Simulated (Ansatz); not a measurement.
Take InAs in the zinc blende structure (space group F-43m, No. 216; a = 6.087 Å) as the base.

Level of theory: PBEsol (Ansatz, a program for electronic structure), scalar-relativistic without spin-orbit coupling, earlier PAW set.

Before the change:

```
Quantity               Value
-------------------  -------
Lattice parameter a  6.087 Å
```

It is then changed as follows: every As is replaced by Sb; the structure is relaxed again.

Tabulated Pauling electronegativity and covalent radius: As 2.18, 1.19 Å; Sb 2.05, 1.39 Å.

Problem. Estimate the effect on the lattice parameter a.

Solution. The lattice parameter a grows by 0.432 Å to 6.519 Å.

No phonon test of stability was made. All final runs are without spin polarisation.
